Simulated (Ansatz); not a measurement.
Fermi-surface data of BaPt2In2 (I4/mmm)

Consider the following.

```yaml
crystal:
  lattice:
    - [-2.25862, 2.25862, 5.79113]
    - [2.25862, -2.25862, 5.79113]
    - [2.25862, 2.25862, -5.79113]
  atoms:
    - { symbol: Ba, position: [0.00000, 0.00000, 0.00000] }
    - { symbol: In, position: [0.75000, 0.25000, 0.50000] }
    - { symbol: In, position: [0.25000, 0.75000, 0.50000] }
    - { symbol: Pt, position: [0.38509, 0.38509, 0.00000] }
    - { symbol: Pt, position: [0.61491, 0.61491, 0.00000] }
```

The numbers are results of PBEsol, rigid bands (plane waves, PAW, scalar-relativistic; Ansatz, a first-principles code), not measurements. Cell: cell and atoms relaxed with PBEsol.

```yaml
density of states at the Fermi level: 2.90 states/(eV·cell), both spins
bare Sommerfeld coefficient: 1.37 mJ/(mol of atoms·K²)
drude_plasma_energy: 5.6 (x), 5.6 (y), 4.6 (z) eV
root-mean-square Fermi velocity: 6.6e5 m/s
resistivity times τ: 15.4 (x), 15.4 (y), 23 (z) ×10⁻²² Ω·m·s
```

A metal at this level (no band gap); rigid bands, thermally averaged at 300 K, both spins. Spin-orbit coupling is left out, which matters with elements this heavy. τ is one relaxation time for all states.

Computed structure, not matched to a measured one here, so possibly hypothetical: BaPt2In2 (I4/mmm).
